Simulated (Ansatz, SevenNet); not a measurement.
How the lattice parameter c of TaAs (I4₁md, No. 109, 4 atoms in the cell; start mp-1936) moves with the method

No measured value is used here.

```tsv
level (code)	value (Å)
SevenNet-0	11.634
LDA (Ansatz)	11.510
PBE (Ansatz)	[?]
PBEsol (Ansatz)	11.583
PBE-D3(BJ) (Ansatz)	[?]
PBE-D4 (Ansatz)	11.626
r²SCAN+rVV10 (Ansatz)	11.664
```

Task: Complete the blanks.

Result: 
- PBE (Ansatz, an electronic-structure program), value (Å): 11.736
- PBE-D3(BJ) (Ansatz), value (Å): 11.566

Density-functional levels without +SOC have no spin–orbit coupling. SevenNet-0, LDA, PBE, PBEsol, PBE-D3(BJ), PBE-D4, r²SCAN+rVV10: the relaxation could not lower the start's symmetry, so the cell can be a saddle point above a distorted one. Cutoffs and k meshes differ between the levels. Ansatz's density-functional and Hartree–Fock values are scalar-relativistic unless marked +SOC, with PAW data made under PBE.

Machine-learned potentials (SevenNet-0) are trained on DFT data: a solid inside that data is no test of them.

A start named mp-… is a Materials Project structure, which need not be a measured phase.
